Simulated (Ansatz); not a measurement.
The structure below was relaxed with PBEsol/PAW in Ansatz (a program for electronic structure), without spin-orbit coupling, at pressure 0.3 GPa.

Space group P-3m1 (No. 164); a = 3.9043 Å, b = 3.9043 Å, c = 6.0303 Å, α = 90.00°, β = 90.00°, γ = 120.00°

```tsv
atom	site	symmetry	x	y	z
La	2d	3m.	0.6667	0.3333	0.2452
O	2d	3m.	0.3333	0.6667	0.3538
O	1a	-3m.	0.0000	0.0000	0.0000
```

Q: Write out a cell with all atoms.

A: 
```cif
data_La2O3
_chemical_formula_sum 'La2 O3'
_space_group_name_H-M_alt 'P 1'
_space_group_IT_number 1
_cell_length_a 3.90431
_cell_length_b 3.90431
_cell_length_c 6.03027
_cell_angle_alpha 90.000
_cell_angle_beta 90.000
_cell_angle_gamma 120.000
loop_
_space_group_symop_operation_xyz
  'x, y, z'
loop_
_atom_site_label
_atom_site_type_symbol
_atom_site_fract_x
_atom_site_fract_y
_atom_site_fract_z
_atom_site_occupancy
La1 La 0.66667 0.33333 0.24516 1
La2 La 0.33333 0.66667 0.75484 1
O1 O 0.33333 0.66667 0.35385 1
O2 O 0.66667 0.33333 0.64615 1
O3 O 0.00000 0.00000 0.00000 1
```
This is the conventional cell.

Load acts through the strain it causes; cell and atoms are relaxed under it. No phonon test of stability was made. The cell was made from La2O3 (space group P-3m1, No. 164) by this change: pressure 0.3 GPa.
